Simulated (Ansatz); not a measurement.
# A computed series for Hf: response to strain

Base system: Hf in the hcp (Mg type) structure (space group P6_3/mmc, No. 194; a = 3.1174 Å, c = 4.9501 Å; relaxed with 0.1 eV smearing).

Strains are applied to the cell and any free atomic positions relax.

Calculations: LDA in Ansatz (plane waves to 420 eV, PAW, no spin-orbit coupling).

Candidates:
(a) isotropic strain −2.00 %
(b) isotropic strain +0.50 %
(c) isotropic strain −1.00 %
(d) isotropic strain +2.00 %

Notes on the quantities. energy relative to the base: free energy F.

Question: Order them by energy relative to the base, lowest first.

Answer: (b) isotropic strain +0.50 % (+1.7 meV/atom), (c) isotropic strain −1.00 % (+7.2 meV/atom), (d) isotropic strain +2.00 % (+27 meV/atom), (a) isotropic strain −2.00 % (+30 meV/atom)

No phonon test of stability was made. The final runs are not spin-polarised.

Ansatz is a quantum-chemistry and plane-wave program.
